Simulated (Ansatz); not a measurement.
We consider GdSi2 (within 0.1 Å of I4₁/amd, No. 141; cell taken from a computed entry), described by r²SCAN+rVV10 in Ansatz (plane waves, PAW).

Run with plane-wave cutoff 500 eV, 10×10×6 k mesh (along the axes of the cell as run), Fermi–Dirac smearing 0.05 eV, spin-polarised start, scalar-relativistic PAW data made under PBE.

Computed at the level's own relaxed cell.

### Question
What does this level give for the volume per atom?

### Answer

volume per atom: 19.35 Å³/atom

Note: the magnetic order was assumed, not searched for or taken from measurement; the 4f shell is treated without U or exact exchange, so its levels and filling can be wrong.

Spin–orbit coupling is not included.

The computed numbers hold no vibrational or temperature effects.

It cost roughly 50 core-minutes of CPU time.

Ansatz is a program for electronic structure.
